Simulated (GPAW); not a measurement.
**Several settings converged on Pt (Fm-3m, 1 atom in the cell)**

```
CELL_PARAMETERS angstrom
      0.00000     1.95412     1.95412
      1.95412     0.00000     1.95412
      1.95412     1.95412     0.00000
ATOMIC_POSITIONS crystal
  Pt 0.00000 0.00000 0.00000
```

Base method: PBEsol, GPAW PAW datasets PBEsol (made by gpaw-setup) (plane waves; GPAW).

Base settings: mode = pw; ecut = 600 eV; xc = PBEsol; kpts = 12 12 12; mesh shift (steps) = 0 0 0; occupations.name = methfessel-paxton; occupations.width = 0.1 eV; occupations.order = 0; nbands = -5; convergence.density = 1e-05 e/electron.

**The width of Gaussian smearing**

In this ladder: kpts = 20 20 20.

Narrow widths need finer meshes than wide ones, so the last steps can hold mesh noise.

Only quantities that move along the ladder and can be compared are tabulated; pressure and forces are left out, as mesh noise rules them at narrow widths.

| occupations.width | free energy less the last step's (meV/atom) | energy extrapolated to zero width less the last step's (meV/atom) |
|---|---|---|
| 1 eV | -311.38 | -57.01 |
| 0.5 eV | -95.95 | -11.21 |
| 0.3 eV | -36.67 | -1.31 |
| 0.2 eV | -15.89 | 0.18 |
| 0.1 eV | -3.07 | 0.13 |
| 0.05 eV | 0.00 | 0.00 |

Widest occupations.width that holds the free energy within 5 meV/atom: not settled: the last two steps still differ by 3.1 meV/atom, over half the tolerance, so the ladder does not show it.

Widest occupations.width that holds the energy extrapolated to zero width within 1 meV/atom of the last step, with all finer ones: 0.2 eV; the step before is off by 1.3 meV/atom.

The extrapolation to zero width removes most of the smearing's effect on the energy.

**The width of cold smearing**

In this ladder: kpts = 20 20 20; occupations.name = marzari-vanderbilt; occupations.order = default.

Narrow widths need finer meshes than wide ones, so the last steps can hold mesh noise.

Only quantities that move along the ladder and can be compared are tabulated; pressure and forces are left out, as mesh noise rules them at narrow widths.

| occupations.width | free energy less the last step's (meV/atom) |
|---|---|
| 1 eV | -12.34 |
| 0.5 eV | -5.81 |
| 0.3 eV | -0.15 |
| 0.2 eV | 0.79 |
| 0.1 eV | 0.30 |
| 0.05 eV | 0.00 |

Widest occupations.width that holds the free energy within 5 meV/atom of the last step, with all finer ones: 0.3 eV; the step before is off by 5.8 meV/atom.

**The setting conv density**

Moved along: convergence.energy, convergence.eigenstates.

The mesh stays at the base's, so the ladder's end is converged at best in this setting alone.

Only quantities that move along the ladder and can be compared are tabulated.

```tsv
convergence.density	pressure (GPa)
0.01 e/electron	5.53
0.001 e/electron	2.04
0.0001 e/electron	2.06
1e-05 e/electron	2.03
1e-06 e/electron	2.03
1e-07 e/electron	2.03
```

Coarsest convergence.density that holds the pressure within 0.05 GPa of the last step, with all finer ones: 0.001 e/electron; the step before is off by 3.5 GPa.

On the base run: the starting cell has typed, rounded lattice constants, without a prior relaxation at this level. Its lattice was rescaled by up to half a per cent. Spin polarisation is off.

Left out of this page: 4 runs of the series outside the window shown, repeating another row's setting, or not comparable.
